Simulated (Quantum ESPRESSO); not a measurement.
A relaxation of the atoms of IrRh3 (I4mm, 4 atoms in the cell) with Quantum ESPRESSO.

Level of theory: LDA (PZ), GBRV 1.5 ultrasoft (LDA) pseudopotentials (plane waves; Quantum ESPRESSO 7.5).

The input file:

```fortran
&CONTROL
 calculation = 'relax',
 prefix = 'pwscf',
 outdir = './tmp/',
 pseudo_dir = './',
 forc_conv_thr = 7.8e-03,
/
&SYSTEM
 ibrav = 0,
 nat = 4,
 ntyp = 2,
 ecutwfc = 40,
 ecutrho = 320,
 occupations = 'smearing',
 smearing = 'fermi-dirac',
 degauss = 0.0073499,
/
&ELECTRONS
 conv_thr = 1.0e-11,
/
&IONS
/
ATOMIC_SPECIES
Ir   192.2170  ir_lda_v1.2.uspp.F.UPF
Rh   102.9055  rh_lda_v1.4.uspp.F.UPF
ATOMIC_POSITIONS {crystal}
Ir    0.0195770000    0.0195770000    0.0000000000
Rh    0.7500000000    0.2500000000    0.5000000000
Rh    0.2500000000    0.7500000000    0.5000000000
Rh    0.5000000000    0.5000000000    0.0000000000
K_POINTS {automatic}
6 6 6  0 0 0
CELL_PARAMETERS {bohr}
  -3.6141012134     3.6141012134     7.2394330691
   3.6141012134    -3.6141012134     7.2394330691
   3.6141012134     3.6141012134    -7.2394330691
```

Log, with long lists cut:

```
     Self-consistent Calculation

     iteration #  1     ecut=    40.00 Ry     beta= 0.70

     negative rho (up, down):  4.332E-01 0.000E+00

     total energy              =    -694.29161391 Ry
     estimated scf accuracy    <       3.31334069 Ry

     iteration #  2     ecut=    40.00 Ry     beta= 0.70

     negative rho (up, down):  4.731E-01 0.000E+00

     total energy              =    -694.18048973 Ry
     estimated scf accuracy    <      10.04617129 Ry

     iteration #  3     ecut=    40.00 Ry     beta= 0.70

     negative rho (up, down):  4.739E-01 0.000E+00

     total energy              =    -695.42664335 Ry
     estimated scf accuracy    <       3.09800823 Ry

   [... 10 blocks of this kind left out ...]

     iteration # 14     ecut=    40.00 Ry     beta= 0.70

     negative rho (up, down):  4.718E-01 0.000E+00

     total energy              =    -695.91180985 Ry
     estimated scf accuracy    <          3.5E-10 Ry

     iteration # 15     ecut=    40.00 Ry     beta= 0.70

     negative rho (up, down):  4.718E-01 0.000E+00
     End of self-consistent calculation

     the Fermi energy is    21.6047 ev

!    total energy              =    -695.91180985 Ry
     estimated scf accuracy    <          2.5E-12 Ry
     smearing contrib. (-TS)   =      -0.01152629 Ry
     internal energy E=F+TS    =    -695.90028355 Ry

     convergence has been achieved in  15 iterations

     negative rho (up, down):  4.718E-01 0.000E+00

     Forces acting on atoms (cartesian axes, Ry/au):

     atom    1 type  1   force =     0.00000000    0.00000000   -0.06929120
     atom    2 type  2   force =     0.00000000    0.00000000    0.03015861
     atom    3 type  2   force =     0.00000000   -0.00000000    0.03015861
     atom    4 type  2   force =     0.00000000    0.00000000    0.00897398

     Total force =     0.081859     Total SCF correction =     0.000011

   [... lines left out ...]
     the Fermi energy is    21.5990 ev
!    total energy              =    -695.92129535 Ry
     Total force =     0.005335     Total SCF correction =     0.000001
     bfgs converged in   5 scf cycles and   4 bfgs steps
     Final energy             =    -695.9212953530 Ry
   [... lines left out ...]

     File ./tmp/pwscf.bfgs deleted, as requested
Begin final coordinates

ATOMIC_POSITIONS (crystal)
Ir               0.0050827045        0.0050827045       -0.0000000000
Rh               0.7552991668        0.2552991668        0.5000000000
Rh               0.2552991668        0.7552991668        0.5000000000
Rh               0.5038959619        0.5038959619       -0.0000000000
End final coordinates

   JOB DONE.
```

The run converged. 

Summary of the result:
| Item | Result |
|---|---|
| Free energy E − TS | -9468.4916 eV |
| Fermi level (on the code's own zero) | 21.60 eV |
| Largest force (vector length) | 0.110 eV/Å |
| Relaxation steps | 4 |

The starting cell comes from a database of computed structures (which also holds hypothetical and non-ambient phases and stackings), without a prior relaxation at this level. Its lattice was rescaled by up to half a per cent. For this run, on top of that: one atom moved by 0.15 angstrom. Spin polarisation is off. The relaxation keeps the symmetry of its start, so its end need not be a minimum.

Cost on one core of a shared machine: roughly 5 min.
